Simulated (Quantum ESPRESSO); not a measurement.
Quick settings and what they miss: Zn (Fm-3m, 1 atom in the cell)

Self-consistent single point.

```xyz
1
Lattice="0.0000 1.9844 1.9844 1.9844 0.0000 1.9844 1.9844 1.9844 0.0000" Properties=species:S:1:pos:R:3 pbc="T T T"
Zn     0.0000     0.0000     0.0000
```

Method: LDA (PZ), GBRV 1.5 ultrasoft (LDA) pseudopotentials (plane waves; Quantum ESPRESSO).

Base settings: ecutwfc = 50 Ry; ecutrho = 250 Ry; occupations = smearing; smearing = marzari-vanderbilt; degauss = 0.019992 Ry; potentials = {Zn: zn_lda_v1.uspp.F.UPF}; K_POINTS = automatic 19 19 19 0 0 0; conv_thr = 1e-10 Ry; mixing_beta = 0.4.

Tight run (finer mesh or higher cutoff; not a proven limit): ecutwfc: 50 Ry → 70 Ry; ecutrho: 250 Ry → 350 Ry; conv_thr: 1e-10 Ry → 7.3e-11 Ry; K_POINTS: automatic 19 19 19 0 0 0 → automatic 26 26 26 0 0 0. It gave Fermi level (on the code's own zero) 12.58 eV; pressure -10.26 GPa.

Quick runs, as changes from the base:
- A: the base itself
- B: ecutwfc: 50 Ry → 30 Ry; ecutrho: 250 Ry → 150 Ry; smearing: marzari-vanderbilt → gaussian; degauss: 0.019992 Ry → 0.0147 Ry; K_POINTS: automatic 19 19 19 0 0 0 → automatic 3 3 3 0 0 0
- C: ecutwfc: 50 Ry → 25 Ry; ecutrho: 250 Ry → 125 Ry; K_POINTS: automatic 19 19 19 0 0 0 → automatic 4 4 4 0 0 0
- D: ecutwfc: 50 Ry → 40 Ry; ecutrho: 250 Ry → 200 Ry; pseudopotentials: {Zn: zn_lda_v1.uspp.F.UPF} → {Zn: zn_pbesol_v1.uspp.F.UPF}; K_POINTS: automatic 19 19 19 0 0 0 → automatic 2 2 2 0 0 0 [PBEsol]
- E: K_POINTS: automatic 19 19 19 0 0 0 → automatic 4 4 4 0 0 0
- F: ecutwfc: 50 Ry → 40 Ry; ecutrho: 250 Ry → 200 Ry; degauss: 0.019992 Ry → 0.0147 Ry; K_POINTS: automatic 19 19 19 0 0 0 → automatic 6 6 6 0 0 0

Energies are extrapolated to zero smearing width, which holds to low order in the width alone (under cold and Methfessel-Paxton smearing the free energy itself is taken).

Dashes: energy of D, another energy zero.

† marks runs with another functional, U, potentials or spin treatment: their distance from the tight run is not a convergence error alone.

The count of work is k-points × plane waves × bands × iterations; it is no time. 

The starting cell comes from a database of computed structures (which also holds hypothetical and non-ambient phases and stackings), without a prior relaxation at this level. Its lattice was rescaled by a random factor within 2.5 % of one. In the base run, with a pressure of about -10 GPa the cell is away from its equilibrium volume at this level.

```
run  energy less tight (meV/atom)  pressure less tight (GPa)  count of work / tight
---  ----------------------------  -------------------------  ---------------------
A                            14.8                      -0.23                   0.26
B                          1070.7                     -68.88                 0.0020
C                          5386.5                    -341.92                 0.0037
D†                              –                      17.77                 0.0023
E                          -203.1                      -0.29                 0.0076
F                           170.2                       1.59                  0.011
```

Among the runs at the tight run's level, the energy misses run from 14.8 to 5386.5 meV/atom.
